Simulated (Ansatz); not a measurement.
**TiO2, element substitutions**

Start from TiO2 in the rutile structure (space group P4_2/mnm, No. 136; a = 4.591 Å, c = 2.939 Å).

Each row replaces one element on all its sites; cell and atoms are relaxed.

Levels (all Ansatz, an electronic-structure program, PAW): PBEsol (420 eV, no spin-orbit coupling); r2SCAN (500 eV, spin-orbit coupling left out).

Pressures by level, all at the geometries relaxed with PBEsol:

```tsv
case	PBEsol	r2SCAN
base	0.0 GPa	2.0 GPa
O → C	0.0 GPa	4.6 GPa
O → Te	0.0 GPa	3.1 GPa
```

Single points use the geometry relaxed with PBEsol. Their cutoffs differ, which shifts pressures a little. Stability against distortions was not tested. As relaxed here, TiC2 and TiTe2 are hypothetical phases, not in the database extracts checked. All final runs are without spin polarisation. TiC2 has a high density of states at the Fermi level and may be magnetic at this level.
